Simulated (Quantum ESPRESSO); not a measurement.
Quantum ESPRESSO is run on Ba₃MoO₆ (Fm-3m, 10 atoms in the cell), and the run fails. The aim is a self-consistent single point with DFT, PBEsol, plane waves, PseudoDojo standard norm-conserving (PBESOL) pseudopotentials.

Input:

```fortran
&CONTROL
  calculation = 'scf'
  prefix = 'Ba3MoO6'
  outdir = './work'
  pseudo_dir = './'
  tprnfor = .true.
  tstress = .true.
/
&SYSTEM
  ibrav = 0
  nat = 10
  ntyp = 4
  ecutwfc = 85
  occupations = 'fixed'
  nbnd = 44
/
&ELECTRONS
  conv_thr = 1.0d-10
  mixing_beta = 0.3
/
ATOMIC_SPECIES
Ba   137.3270  Ba.upf
Mo    95.9500  Mo.upf
O     15.9990  O.upf
CELL_PARAMETERS {angstrom}
   0.00000000     4.48892500     4.48892500
   4.48892500     0.00000000     4.48892500
   4.48892500     4.48892500     0.00000000
ATOMIC_POSITIONS {crystal}
Ba    0.25000000    0.25000000    0.25000000
Ba    0.75000000    0.75000000    0.75000000
Ba    0.50000000    0.50000000    0.50000000
Mo    0.00000000    0.00000000    0.00000000
O     0.78274000    0.21726000    0.21726000
O     0.21726000    0.78274000    0.78274000
O     0.21726000    0.78274000    0.21726000
O     0.78274000    0.21726000    0.78274000
O     0.21726000    0.21726000    0.78274000
O     0.78274000    0.78274000    0.21726000
K_POINTS {automatic}
3 3 3  0 0 0
```

The program printed (abridged):

```
     This program is part of the open-source Quantum ESPRESSO suite
     for quantum simulation of materials; please cite

 %%%%%%%%%%%%%%%%%%%%%%%%%%%%%%%%%%%%%%%%%%%%%%%%%%%%%%%%%%%%%%%%%%%%%%%%%%%%%%
     Error in routine  card_atomic_species (5010):
     cannot read atomic specie from: CELL_PARAMETERS {angstrom}
 %%%%%%%%%%%%%%%%%%%%%%%%%%%%%%%%%%%%%%%%%%%%%%%%%%%%%%%%%%%%%%%%%%%%%%%%%%%%%%

     stopping ...
```

### Question
Read the log: what does the program object to, and what is the fix?

### Answer
The fault is a species count that does not match the list of species. The number of species decides how many lines of the species card are read. To fix it, make the count match the list. The program stopped before any SCF iteration.

An input that runs soundly differs in these lines (not the only fix; some lines may just follow from the change or write a value another way):
```diff
-  ntyp = 4
+  ntyp = 3
```

With that input, the run converged in 16 iterations: free energy E − TS -6901.6104 eV; top of the valence band (on the code's own zero) 7.85 eV; gap on the k-point mesh 2.02 eV; pressure -7.16 GPa; largest force (vector length) 0.546 eV/Å (DFT, PBEsol, plane waves, PseudoDojo standard norm-conserving (PBESOL) pseudopotentials).

On the sound input: the starting cell comes from a database of computed structures (which also holds hypothetical and non-ambient phases and stackings), without a prior relaxation at this level. With a pressure of about -7 GPa the cell is away from its equilibrium volume at this level.
